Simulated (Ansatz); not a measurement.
Results of PBEsol in Ansatz (PAW) for BeAlNS (model structure, started from the AlSiCN type, P3m1, No. 156, 4 atoms in the cell).

Run with plane-wave cutoff 520 eV, 12×12×6 k mesh (along the axes of the cell as run), Fermi–Dirac smearing 0.01 eV, scalar-relativistic PAW data made under PBE.

The cell is the one relaxed with PBEsol. Conventional cell: a = 3.2346 Å, b = 3.2346 Å, c = 5.3468 Å, α = 90.00°, β = 90.00°, γ = 120.00°.

```xyz
4
Lattice="3.2346 0.0000 0.0000 -1.6173 2.8013 0.0000 0.0000 0.0000 5.3468" Properties=species:S:1:pos:R:3 pbc="T T T"
Al     0.0000     1.8675     2.9553
Be     1.6173     0.9338     5.0834
S      0.0000     1.8675     0.6000
N      1.6173     0.9338     3.3915
```

**Question.** List the 10 lowest band energies at Γ above −25 eV (eV, relative to the valence band maximum), grouping those that round alike.

**Answer.** At Γ: -15.36, -13.24, -6.74, -2.08 (×2), -0.85, 0.00 (×2), 2.46, 6.37.

Note: the relaxation could raise the start's symmetry but not lower it, so the cell can be a saddle point.

A model structure was made by putting elements into a prototype or built by hand; it is no filed structure, need not be a known phase, and can be a saddle point held by its symmetry.

Ansatz is a first-principles code.
